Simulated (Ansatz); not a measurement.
Relaxation of the outer planes of the (100) surface of fcc Al in its 1x1 cell, outermost plane spacing 2.02 Å in the ideal cut.

All values below come from PBE (plane waves to 420 eV, PAW; Ansatz, an electronic-structure program).

Slab: 6 atoms, 10.1 Å thick at the start (thin: gaps and levels are the slab's own); k 13x13x1, smearing 0.1 eV, dipole-corrected; all atoms relaxed; start symmetry kept, larger cells not searched; no spin, no spin-orbit, no U.

| plane | atoms | bulk spacing to the next (Å) | relaxed spacing (Å) | change (%) | rumpling (Å) |
|---|---|---|---|---|---|
| 1 | Al | 2.021 | … | … | 0.00 |
| 2 | Al | 2.021 | 2.020 | -0.1 | 0.00 |

Complete the blanks.


- 1, relaxed spacing (Å): 2.052
- 1, change (%): 1.6
